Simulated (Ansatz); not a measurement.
Data:

```
MgO
1.0
    3.05431     0.00000     0.00000
    1.52715     2.64511     0.00000
    1.52715    -0.88170     2.41160
Mg O
1 1
Direct
  0.00000   0.00000   0.00000
  0.00000   0.50000   0.50000
```

No spin polarisation.

Level of theory: PBEsol/PAW in Ansatz (a first-principles code), no SOC. Settings: 13×13×13 k-points, 0.05 eV Fermi–Dirac smearing.

Question: What is the computed mean in-plane stress (compression positive)?

Answer: -8.8 GPa.

Question: Predict the electron mass.

Answer: 0.33 mₑ (at Γ).

The levels and masses belong to the bands next to the band gap. The cells carry an imposed strain or load. Effective masses come from finite differences of ±0.01 Å⁻¹. No phonon test of stability was made. The cell was made from MgO in the rock salt structure (space group Fm-3m, No. 225) by this change: biaxial strain +2.50 %, plane normal [111], relaxed out of plane.
